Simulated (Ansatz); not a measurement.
# HfSi$_{2}$ (space group Cmcm, No. 63)

Space group Cmcm (No. 63); a = 3.683 Å, b = 14.598 Å, c = 3.658 Å, α = β = γ = 90.00°

```
atom  site  symmetry       x       y       z
----  ----  --------  ------  ------  ------
Si      4c       m2m  0.0000  0.0543  0.2500
Si      4c       m2m  0.0000  0.2498  0.7500
Hf      4c       m2m  0.0000  0.3945  0.2500
```
(The calculation used a cell of 6 atoms; values per cell refer to that cell.)

All numbers come from PBE (Ansatz, a first-principles code; PAW; 420 eV plane waves; without spin-orbit coupling). k-mesh 13×13×13 (Γ-centred); smearing 0.05 eV (Fermi–Dirac).

```yaml
volume_per_atom: 16.39 Å³
density: 7.93 g/cm³
band_gap: zero
total_energy: -5664.890 eV/atom (σ→0; compares only within this code and set-up)
```

No phonon test of stability was made. The final runs are not spin-polarised.
